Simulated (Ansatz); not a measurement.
**Gap of wurtzite ZnO (P6_3mc) by level, uniaxial stress along c**

ZnO is modelled in the hexagonal space group P6₃mc (No. 186), the wurtzite structure, Pearson symbol hP4. Cell: a = b = 3.2299 Å, c = 5.2147 Å, α = β = 90.00°, γ = 120.00°. Zn on 2b is surrounded by 4 O at 1.969–1.976 Å (tetrahedral). O on 2b has 4 Zn at 1.969–1.976 Å (tetrahedral). (Neighbours: up to the widest gap in distance over summed covalent radii, below 1.35, at either atom; cation-cation and far metal-metal contacts left out.)

One set of cells (cell and atoms relaxed with PBEsol, then loaded; compression positive), bands by Ansatz (an electronic-structure program) at 2 levels. SOC is spin-orbit coupling.

| Level | gap at -8.80 GPa (eV) | gap unloaded (eV) | gap at 2.20 GPa (eV) |
|---|---|---|---|
| PBE+SOC | 0.644 | 0.791 | 0.823 |
| r2SCAN+SOC | 1.077 | 1.220 | 1.252 |

Q: Which carries over between levels, the gap or its change?

A: Loaded minus unloaded: PBE+SOC -0.147 and 0.032 eV; r2SCAN+SOC -0.143 and 0.032 eV. The unloaded gaps spread over 0.429 eV and the shifts over 0.004 eV, so the levels agree better on the shift. Adding the shifts of PBE+SOC to the unloaded gap of r2SCAN+SOC gives 1.073 and 1.252 eV, against 1.077 and 1.252 eV computed.

 Gaps are resolved to about 0.01 eV; the mean electron masses of the levels agree within half at each load. Every relaxation keeps the wurtzite phase, so a transition, a distortion that breaks the symmetry or fracture can't show.
